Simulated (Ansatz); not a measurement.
Take Zr in the hcp (Mg type) structure (space group P6_3/mmc, No. 194; a = 3.144 Å, c = 5.093 Å; relaxed with 0.1 eV smearing) as the base. Axes: x lies along a and z along c of the hexagonal cell.

All numbers come from Kohn–Sham DFT with the LDA functional, run in Ansatz (a program for electronic structure) with PAW and 420 eV plane waves, without spin-orbit coupling.

It is then changed as follows: an isotropic linear strain of −1.50 %; the atoms relax in the strained cell.

Question: Predict the stress tensor and what it implies for the stiffness.

Answer: Stress of the strained cell less that of the base (GPa, compression positive):
```
    4.8     0.0     0.0
    0.0     4.8     0.0
    0.0     0.0     5.5
```

Then B = −ΔP/(ΔV/V₀) with ΔV/V₀ = -0.0443 gives secant stiffness values (nonlinear terms included at this strain): B (at held cell shape, above the free-shape value) ≈ 114 GPa.

As a check, the harmonic strain energy −½ V₀ Δσ:ε is 15 meV/atom; the computed energy rise is 15 meV/atom.

No phonon test of stability was made. All final runs are without spin polarisation.
